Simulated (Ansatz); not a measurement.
## Energy of rock-salt BP (model structure) less that of zinc-blende BP, by level of theory

No measured value is used here.

**Question.** Put these levels in order of the energy of rock-salt BP (model structure) less that of zinc-blende BP that they give for BP, smallest first: LDA (Ansatz, a quantum-chemistry and plane-wave program), PBE (Ansatz), PBE-D3(BJ) (Ansatz), PBEsol (Ansatz), r²SCAN (Ansatz).

**Answer.** PBEsol (983 meV/atom), PBE-D3(BJ) (1010 meV/atom), LDA (1017 meV/atom), PBE (1063 meV/atom), r²SCAN (1207 meV/atom)

Each level is taken at its own relaxed cell. Ansatz's density-functional and Hartree–Fock values are scalar-relativistic unless marked +SOC, with PAW data made under PBE.

A model structure was made by putting elements into a prototype or built by hand; it is no filed structure, need not be a known phase, and can be a saddle point held by its symmetry.
